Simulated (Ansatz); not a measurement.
System: Zn₂SnO₄ (model structure, started from the spinel type, Fd-3m, No. 227, 14 atoms in the cell). Method: PBEsol+SOC in Ansatz (plane waves, PAW).

Run with plane-wave cutoff 520 eV, 6×6×6 k mesh, Fermi–Dirac smearing 0.01 eV, PAW data made under PBE.

Cell (relaxed with PBEsol):

```yaml
crystal:
  lattice:
    - [0.00000, 4.31789, 4.31789]
    - [4.31789, 0.00000, 4.31789]
    - [4.31789, 4.31789, 0.00000]
  atoms:
    - { symbol: Zn, position: [0.62500, 0.62500, 0.62500] }
    - { symbol: Zn, position: [0.12500, 0.62500, 0.62500] }
    - { symbol: Zn, position: [0.62500, 0.12500, 0.62500] }
    - { symbol: Zn, position: [0.62500, 0.62500, 0.12500] }
    - { symbol: Sn, position: [0.25000, 0.25000, 0.25000] }
    - { symbol: Sn, position: [0.00000, 0.00000, 0.00000] }
    - { symbol: O, position: [0.86750, 0.86750, 0.86750] }
    - { symbol: O, position: [0.39751, 0.86750, 0.86750] }
    - { symbol: O, position: [0.86750, 0.39751, 0.86750] }
    - { symbol: O, position: [0.86750, 0.86750, 0.39751] }
    - { symbol: O, position: [0.38250, 0.38250, 0.38250] }
    - { symbol: O, position: [0.85249, 0.38250, 0.38250] }
    - { symbol: O, position: [0.38250, 0.85249, 0.38250] }
    - { symbol: O, position: [0.38250, 0.38250, 0.85249] }
```

Q: What does this level give for the band gap?

A: 
band gap: 0.45 eV (on the SCF k mesh)

Note: the relaxation could raise the start's symmetry but not lower it, so the cell can be a saddle point.

The computed numbers hold no vibrational or temperature effects.

A model structure was made by putting elements into a prototype or built by hand; it is no filed structure, need not be a known phase, and can be a saddle point held by its symmetry.

Ansatz is a quantum-chemistry and plane-wave program.
